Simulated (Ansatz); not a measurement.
## Al2Pt (space group Fm-3m, No. 225)

Space group Fm-3m (No. 225); a = b = c = 5.896 Å, α = β = γ = 90.00°

```tsv
atom	site	symmetry	x	y	z
Al	8c	-43m	0.2500	0.2500	0.2500
Pt	4a	m-3m	0.0000	0.0000	0.0000
```
(The calculation used a cell of 3 atoms; values per cell refer to that cell.)

Method: PBEsol (Ansatz, a first-principles code), scalar-relativistic without spin-orbit coupling. k-mesh 14×14×14 (Γ-centred); smearing 0.05 eV (Fermi–Dirac).

```json
{
 "volume_per_atom": "17.08 Å³",
 "density": "8.07 g/cm³",
 "band_gap": "zero",
 "total_energy": "-4478.505 eV/atom (σ→0; compares only within this code and set-up)"
}
```

No phonon test of stability was made. The final runs are not spin-polarised.
